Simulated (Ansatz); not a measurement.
Input of the mobility step, Ansatz (a program for electronic structure) with PBE, finite-displacement electron-phonon coupling, linearised Boltzmann equation, Si (Fd-3m). Condition of this run: hydrostatic pressure 9 GPa (the target of the relaxation).

Ansatz 0.2 input:
```
crystal:
  lattice:
    - [0.0, 2.6591182838, 2.6591182838]
    - [2.6591182838, 0.0, 2.6591182838]
    - [2.6591182838, 2.6591182838, 0.0]
  atoms:
    - { symbol: Si, position: [0.0, 0.0, 0.0] }
    - { symbol: Si, position: [0.25, 0.25, 0.25] }
kpoints:
  mp_grid: { grid: [8, 8, 8] }
hamiltonian:
  xc: pbe
  pseudopotentials: { kind: paw }
scf:
  occupations: { method: fixed }
phonons:
  supercell: [4, 4, 4]
  carrier_mobility: { temperatures: [150, 200, 250, 300, 350, 400, 500, 600] }
```

An excerpt of its output:

```
--- Carrier mobility (electrons): potentials and phonons of a 4×4×4 supercell ---
  scattering by the run's harmonic phonons alone; scattering by impurities, by other carriers and their screening is left out, and so is spin–orbit coupling
  band edge at 7.3589 eV
  valley at (0.0000 0.4300 0.4300), 6 points alike, 0.00 meV above the edge
  a displaced site's charge and quadrupole, each over the dielectric constant: up to 0.000 e and 0.507 e·Å; the charges' sum missed by 0.101 e
  the run chose the mesh 100×100×100 (1.4 steps from a valley's bottom to the thermal energy of 150 K, as the couplings on a denser one leave too little of the memory); type phonons.carrier_mobility.mesh for another
  mobility, cm²/(V·s), of a tensor a third of its trace; what the velocities' spread within the cells of the mesh adds; mean energy transported, in kT; Lorenz number, in (k/e)²:
           mesh  steps/k_T     T (K)         cm⁻³     solution         MRTA        SERTA  in cells    energy    Lorenz
    100×100×100       1.44    150.00          few     7.3220e3     7.2958e3     7.0928e3    8.34 %     1.816     1.428
    100×100×100       1.67    200.00          few     4.0008e3     3.9900e3     3.8896e3    6.35 %     1.745     1.285
    100×100×100       1.86    250.00          few     2.4374e3     2.4324e3     2.3782e3    5.20 %     1.691     1.242
    100×100×100       2.04    300.00          few     1.6113e3     1.6087e3     1.5769e3    4.46 %     1.654     1.247
    100×100×100       2.21    350.00          few     1.1325e3     1.1310e3     1.1110e3    3.93 %     1.629     1.274
    100×100×100       2.36    400.00          few     8.3383e2     8.3290e2     8.1964e2    3.54 %     1.612     1.310
    100×100×100       2.64    500.00          few     5.0018e2     4.9976e2     4.9326e2    3.00 %     1.596     1.395
    100×100×100       2.89    600.00          few     3.3007e2     3.2984e2     3.2635e2    2.62 %     1.597     1.483
       50×50×50       0.72    150.00          few     7.8043e3     7.7753e3     7.7559e3   32.06 %     1.746     1.425
       50×50×50       0.83    200.00          few     4.1409e3     4.1291e3     4.1112e3   25.04 %     1.707     1.290
       50×50×50       0.93    250.00          few     2.4899e3     2.4844e3     2.4725e3   20.76 %     1.669     1.249
       50×50×50       1.02    300.00          few     1.6356e3     1.6328e3     1.6249e3   17.89 %     1.640     1.254
       50×50×50       1.10    350.00          few     1.1459e3     1.1443e3     1.1390e3   15.84 %     1.620     1.280
       50×50×50       1.18    400.00          few     8.4214e2     8.4112e2     8.3746e2   14.28 %     1.606     1.315
       50×50×50       1.32    500.00          few     5.0423e2     5.0378e2     5.0196e2   12.08 %     1.594     1.398
       50×50×50       1.44    600.00          few     3.3251e2     3.3226e2     3.3137e2   10.57 %     1.596     1.485
  SERTA leaves out what is scattered into a state
  not converged in the mesh: from the mesh of half the divisions the mobility moves by up to 6.59 %; 8.3 % of it stand in the velocities' spread within the cells; MRTA moves by up to 6.57 %
  the changes of the potential over all sites missed a rigid shift's by 0.02 % (the site terms' by 0.16 %)
  the long waves of the potentials, up to 0.512 1/Å, are read off 3 elongated supercells
  the phonons are corrected at the wavevectors of the elongated supercells: the repeat alone misses a frequency there by up to 9.29 %, and what leaves one of them out by up to 6.53 %
```

Scattering by harmonic phonons alone: no impurities, screening or carrier-carrier scattering, bands fixed at 0 K. From a coarser fine mesh the values given move by up to 7 %. The mesh was bound by memory.
